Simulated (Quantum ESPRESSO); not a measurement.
## Quick settings and what they miss: ZrPbO3 (Amm2, 5 atoms in the cell)

Self-consistent single point.

```yaml
crystal:
  lattice:
    - [4.21645, 0.00000, 0.00000]
    - [0.00000, 3.00931, 3.09643]
    - [0.00000, -3.00931, 3.09643]
  atoms:
    - { symbol: Zr, position: [0.50000, 0.50688, 0.50688] }
    - { symbol: Pb, position: [0.00000, 0.94502, 0.94502] }
    - { symbol: O, position: [0.50000, 0.03203, 0.56315] }
    - { symbol: O, position: [0.50000, 0.56315, 0.03203] }
    - { symbol: O, position: [0.00000, 0.55991, 0.55991] }
```

Computed with PBEsol, GBRV 1.5 ultrasoft (PBESOL) pseudopotentials (plane waves; Quantum ESPRESSO).

Base settings: ecutwfc = 40 Ry; ecutrho = 320 Ry; occupations = fixed; potentials = {Zr: zr_pbesol_v1.uspp.F.UPF, Pb: pb_pbesol_v1.uspp.F.UPF, O: o_pbesol_v1.2.uspp.F.UPF}; K_POINTS = automatic 6 6 6 0 0 0; nbnd = 30; conv_thr = 1e-09 Ry.

Tight run (finer mesh or higher cutoff; not a proven limit): ecutwfc: 40 Ry → 56 Ry; ecutrho: 320 Ry → 448 Ry; conv_thr: 1e-09 Ry → 7.3e-11 Ry; K_POINTS: automatic 6 6 6 0 0 0 → automatic 9 9 9 0 0 0. It gave top of the valence band (on the code's own zero) 8.33 eV; gap on the k-point mesh 2.76 eV; pressure -10.77 GPa; largest force (vector length) 0.437 eV/Å.

Quick runs, as changes from the base:
- A: the base itself
- B: ecutwfc: 40 Ry → 32 Ry; ecutrho: 320 Ry → 256 Ry; occupations: fixed → smearing; nbnd: 30 → default; conv_thr: 1e-09 Ry → 7.3e-05 Ry; K_POINTS: automatic 6 6 6 0 0 0 → automatic 2 2 2 1 1 1; smearing: default → cold; degauss: default → 0.0099958 Ry
- C: ecutwfc: 40 Ry → 24 Ry; ecutrho: 320 Ry → 192 Ry; occupations: fixed → smearing; nbnd: 30 → default; K_POINTS: automatic 6 6 6 0 0 0 → automatic 3 3 3 1 1 1; smearing: default → mp; degauss: default → 0.0147 Ry
- D: occupations: fixed → smearing; nbnd: 30 → default; conv_thr: 1e-09 Ry → 7.3e-05 Ry; K_POINTS: automatic 6 6 6 0 0 0 → automatic 4 4 4 0 0 0; smearing: default → gauss; degauss: default → 0.0147 Ry
- E: ecutwfc: 40 Ry → 24 Ry; ecutrho: 320 Ry → 192 Ry; occupations: fixed → smearing; nbnd: 30 → default; smearing: default → mp; degauss: default → 0.036749 Ry
- F: ecutwfc: 40 Ry → 24 Ry; ecutrho: 320 Ry → 192 Ry; conv_thr: 1e-09 Ry → 7.3e-05 Ry; K_POINTS: automatic 6 6 6 0 0 0 → automatic 1 1 1 0 0 0

Dashes: pressure of B, D, F, not trusted under this conv_thr with d or f elements; gap of B, left out as unsure on this mesh or at this smearing.

Gaps are read on each run's own mesh, which may miss the band edges.

The count of work is k-points × plane waves × bands × iterations; it is no time. 

The starting cell comes from a database of computed structures (which also holds hypothetical and non-ambient phases and stackings), without a prior relaxation at this level. Its lattice was rescaled by a random factor within 2.5 % of one. Spin-orbit coupling is off. In the base run, with a pressure of about -11 GPa the cell is away from its equilibrium volume at this level.

```
run  energy less tight (meV/atom)  pressure less tight (GPa)  largest miss in a force vector (eV/Å)  gap on the mesh less tight (eV)  count of work / tight
---  ----------------------------  -------------------------  -------------------------------------  -------------------------------  ---------------------
A                             6.0                       0.08                                  0.002                           -0.150                   0.22
B                            33.5                          –                                  1.093                                –                 0.0034
C                           574.2                     -28.66                                  0.116                            0.655                  0.015
D                             6.3                          –                                  0.041                           -0.146                  0.050
E                           577.3                     -28.72                                  0.086                           -0.174                  0.095
F                          2053.3                          –                                 18.365                            0.021                 0.0013
```

The base run finds a smaller gap than the tight one, whose mesh may miss a band edge.

Among the runs at the tight run's level, the energy misses run from 6.0 to 2053.3 meV/atom.
